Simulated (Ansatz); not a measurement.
N on the 1x1 (110) surface of bcc Mo, one in a 2x2 cell, energies for each (28.3 Å²). Energies are against ½ N2(g), without zero-point or thermal terms; each row is named by its start.

All values below come from PBE (plane waves to 420 eV, PAW; Ansatz, a quantum-chemistry and plane-wave program).

Slab: 17 atoms, 6.5 Å thick at the start under the adsorbate (thin: gaps and levels are the slab's own); k 6x6x1, smearing 0.1 eV, dipole-corrected; 8 atoms held, the rest relaxed; each run with such symmetry as its start has; spin where the adsorbate may keep a moment, no spin-orbit, no U, no dispersion correction.

A negative adsorption energy means that the adsorbate is more stable on the surface than in its reference. Heights count from the host atoms within 0.3 Å of the top one.

```tsv
starting site	E_ads (eV)	height (Å)	nearest host atom (Å)	bonded to	Δ work function (eV)	lateral drift (Å)	moment (μB)
top Mo	0.50	1.89	Mo 1.71	Mo	1.45	0.0	0.0
hollow Mo-Mo-Mo	(withheld)	1.09	Mo 1.95	3 Mo	0.31	0.1	–
bridge Mo-Mo (span 2.7 Å)	-0.92	1.33	Mo 1.89	2 Mo	0.58	0.0	–
bridge Mo-Mo (span 3.2 Å)	(withheld)	1.09	Mo 1.94	4 Mo	(withheld)	0.0	–
```

Problem. Complete the blanks.

Solution. 
- hollow Mo-Mo-Mo, E_ads (eV): -1.79
- bridge Mo-Mo (span 3.2 Å), E_ads (eV): -1.77
- bridge Mo-Mo (span 3.2 Å), Δ work function (eV): 0.33
